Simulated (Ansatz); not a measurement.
# Hypothetical R3m MgInGaO4: response to strain

The reference is MgInGaO4 (space group R3m, No. 160; a hypothetical phase, not in the database extracts checked).

```
CELL_PARAMETERS angstrom
      1.67187     0.96525     8.43314
     -1.67187     0.96525     8.43314
      0.00000    -1.93051     8.43314
ATOMIC_POSITIONS crystal
  In 0.99797 0.99797 0.99797
  Ga 0.21237 0.21237 0.21237
  Mg 0.78448 0.78448 0.78448
  O  0.13509 0.13509 0.13509
  O  0.87603 0.87603 0.87603
  O  0.28857 0.28857 0.28857
  O  0.70549 0.70549 0.70549
```

Cartesian axes are those of the cell as printed.

Strains are applied to the cell and any free atomic positions relax; under biaxial strain the out-of-plane vector relaxes too.

Levels (all Ansatz, a quantum-chemistry and plane-wave program, PAW): PBEsol (420 eV, without spin-orbit coupling); r2SCAN (500 eV, without spin-orbit coupling); HSE06 (420 eV, scalar-relativistic without spin-orbit coupling).

Band gaps by level, all at the geometries relaxed with PBEsol:

```tsv
case	PBEsol	r2SCAN	HSE06
base	2.07 eV	2.73 eV	3.71 eV
biaxial strain +3.36 %, plane normal [001], relaxed out of plane	1.81 eV	2.43 eV	3.39 eV
isotropic strain +0.58 %	1.97 eV	2.62 eV	3.60 eV
isotropic strain +1.55 %	1.80 eV	2.44 eV	3.41 eV
```

Single points use the geometry relaxed with PBEsol. HSE06 was sampled on its mesh, a few special points and the semilocal edge points, so its gap is an upper bound. Whether these cells are dynamically stable was not tested.
